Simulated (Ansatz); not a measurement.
**Effect of electrons 7.0×10^21 cm⁻³ on PbS**

The reference is PbS in the rock salt structure (space group Fm-3m, No. 225; a = 5.974 Å).

It is then changed as follows: electron doping at 7.0×10^21 cm⁻³ (0.373 per cell), with a uniform compensating background at fixed cell and a 300 K Fermi–Dirac width.

Computed with DFT with r2SCAN, PAW potentials and a 500 eV plane-wave cutoff in Ansatz (a first-principles code), no SOC. Γ-centred 22×22×22 mesh, Fermi–Dirac width 0.0259 eV.

Gap between the host's bands: 0.58 eV (base 0.69 eV)
Gap character: direct at L (base direct at L)
Valley order (the lowest conduction-band minima on the path, energy above the VBM, named in the base's zone): L along ⟨111⟩ 0.58 eV; a point along ⟨110⟩, about 0.6 Å⁻¹ from Γ 1.48 eV (base L along ⟨111⟩ 0.69 eV; a point along ⟨110⟩, about 0.6 Å⁻¹ from Γ 1.58 eV)
Fermi level relative to the doped band's edge (positive inside the band; to 0.05 eV): +1.15 eV

Final structure:

```xyz
2
Lattice="0.0000 2.9872 2.9872 2.9872 0.0000 2.9872 2.9872 2.9872 0.0000" Properties=species:S:1:pos:R:3 pbc="T T T"
S      0.0000     0.0000     0.0000
Pb     2.9872     2.9872     2.9872
```
Cell charge -0.3732.

Cost of the whole job for the changed cell (relaxation, final SCF and bands): roughly 2.1 core-minutes.

Carriers are added with a uniform compensating background; total energy and stress of such cells depend on the potential's zero and are not compared; many-body gap narrowing is missing at this level. With Pb present, leaving out spin-orbit coupling can change the band edges. Whether these cells are dynamically stable was not tested.
